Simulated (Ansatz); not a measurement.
## AlCl₃ (C2/m, No. 12)

The numbers are results of HSE06 (Ansatz, an electronic-structure program, PAW), not measurements.

Run with plane-wave cutoff 460 eV, 4×4×4 k mesh, Fermi–Dirac smearing 0.01 eV, scalar-relativistic PAW data made under PBE.

Cell (measured lattice):

Space group C2/m (No. 12); a = 5.9140 Å, b = 10.2340 Å, c = 6.1480 Å, α = γ = 90.00°, β = 108.25°

```tsv
atom	site	symmetry	x	y	z
Cl	8j	1	0.2518	0.3213	0.2248
Cl	4i	m	0.2147	0.0000	0.2263
Al	4g	2	0.0000	0.1662	0.0000
```
(The calculation used a cell of 8 atoms; values per cell refer to that cell.)

| Quantity | Result |
|---|---|
| band gap | 6.69 eV (on the SCF k mesh) (indirect) |
| smallest direct gap on the k points sampled | 6.77 eV |
| Γ–Γ gap | 7.12 eV |

Note: cell and atoms aren't relaxed at this level (pressure 1.4 GPa).

Static lattice: no zero-point or thermal effects.

It cost very roughly 5 core-minutes of CPU time.
